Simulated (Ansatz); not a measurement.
Zinc-blende BeS, treated with r²SCAN (plane waves, PAW; Ansatz, an electronic-structure program).

From the output:

```
Crystal: 2 atoms, lattice volume = 30.581 Å³
Basis set: ecut = 560 eV, 941 PW (Γ), exchange–correlation on 90×90×90 points (27 copies of the dense FFT grid, shifted against one another)
Bands: 8, of which v1, the nominal top of the filled ones, is band 4 counted from 1 (3 counted from 0)
Symmetry: 24 space group operations
Space group: F-43m (ITA 216), of the structure as read, at distance tolerance 3.1e-5 Å
k-points: 72 of 1728 (time reversal used)
Functional: x = r2scan, c = r2scan; τ floored in thin density (d = 2e-4 eV/Å³)
SCF iter   1: F=—  HF=-1001.499633 eV  |F-HF|=—  |Δ(HF+E_count)|=         —  Δρ=4.71e-3  dr2=5.44e-3  dr2_τ=2.40e-2
SCF iter   2: F=—  HF=-1001.567501 eV  |F-HF|=—  |Δ(HF+E_count)|=   6.79e-2  Δρ=2.97e-3  dr2=2.14e-3  dr2_τ=2.98e-5
  ...
SCF iter   6: F=—  HF=-1001.567964 eV  |F-HF|=—  |Δ(HF+E_count)|=   2.01e-7  Δρ=2.87e-6  dr2=1.76e-9  dr2_τ=1.91e-10
SCF iter   7: F=-1001.567964 eV  HF=-1001.567964 eV  |F-HF|=6.76e-11  |Δ(HF+E_count)|=  3.02e-10  Δρ=6.34e-7  dr2=1.47e-10  dr2_τ=4.46e-12
SCF 1 converged in 7 iterations: F = -1001.567964 eV  dr2 = 1.47e-10
SCF converged after 7 iterations
Free energy (F): -1001.567964 eV
Internal energy: -1001.567964 eV  (E = F + TS)
E sigma→0 (E₀):  -1001.567964 eV
Fermi energy:    6.207066 eV
--- Stress (GPa, compression-positive) ---
       -5.089609       0.000000      -0.000000
        0.000000      -5.089609       0.000000
       -0.000000       0.000000      -5.089609
  P = ⅓ Tr σ = -5.0896 GPa (-50.896 kbar)
```

**Question.** Write an input file that could have produced this run (the log leaves some choices open).

**Answer.** Several could match; the one computed here: 
Ansatz 0.2 input:
```yaml
crystal:
  lattice:
    - [0.0, 2.4820201593, 2.4820201593]
    - [2.4820201593, 0.0, 2.4820201593]
    - [2.4820201593, 2.4820201593, 0.0]
  atoms:
    - { symbol: Be, position: [0.0, 0.0, 0.0] }
    - { symbol: S, position: [0.25, 0.25, 0.25] }
basis:
  ecutwfc: 560
  ecutrho_ratio: 4
  xc_grid: 3
kpoints:
  mp_grid: { grid: [12, 12, 12] }
hamiltonian:
  xc: r2scan
  dispersion: none
  pseudopotentials: { kind: paw }
scf:
  occupations: { method: fermi_dirac, width: 0.01 }
  convergence: { dr2_threshold: 0.0000000002 }
output:
  forces: true
  stress: true
  eigenvalues: true
```

The cell is one volume of an energy–volume scan, off the minimum.

The PAW data were made under PBE.

The result took roughly 4 core-seconds.
